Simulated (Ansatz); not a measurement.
## MgB2: stress against strain

MgB2 (AlB2 type, P6/mmm, 9.479 Å³/atom at rest, c along z) under a strain ε along c (axis z), the other axes held. PBEsol in Ansatz, a plane-wave DFT program (PAW, default set), 420 eV, 22×22×17 Γ-centred mesh, Fermi-Dirac smearing 0.10 eV; ions are relaxed within the symmetry of each cell. Stress is positive for a compressed cell.

Here s stands for strain and y for stress zz.

| strain (%) | stress zz (GPa) |
|---|---|
| -1.50 | 4.09 |
| -1.00 | 2.71 |
| -0.50 | 1.35 |
| 0.00 | 0.00 |
| 0.50 | -1.33 |
| 1.00 | -2.64 |
| 1.50 | -3.93 |
| 3.00 | ? |

Problem. Using a straight line, estimate the missing y at s = 3.00 from the other rows, showing the fit.

Solution. Means: s 0, y 0.036. About the means, the sum of products is -18.720 and the sum of squares of s is 7.0000; the slope is their ratio. Least squares gives y = 0.036 - 2.6743·s. Residuals (row less fit): 0.043, 0.000, -0.023, -0.036, -0.029, -0.002, 0.045; standard error 0.036 (degrees of freedom: 5). The slope gives the elastic constant C33 = 267 ± 1.4 GPa. At the withheld row, y = 0.036 - 2.6743 × 3.0 = -7.987 GPa. The calculation gives -7.71 GPa, 0.277 GPa above the prediction (2.3 % of the range of y in the table). The row lies outside the fitted rows, so this is an extrapolation. From the scatter of the fitted rows alone, a prediction at this place has a standard error of 0.056 GPa, so the miss is 4.9 times that.

One order more, fitted to all 13 runs of the series, follows each within 0.01, so the miss is the next term of a smooth law. In a metal these values are sensitive to mesh and smearing; energies are taken to zero smearing, stresses follow the free energy. Rows are the converged runs of the series near zero and its far end; series whose fitted rows scatter by over a few per cent of the range, as at a crossing or softening among them, aren't shown in this form. Most that stay on the fit to the last digits aren't either.
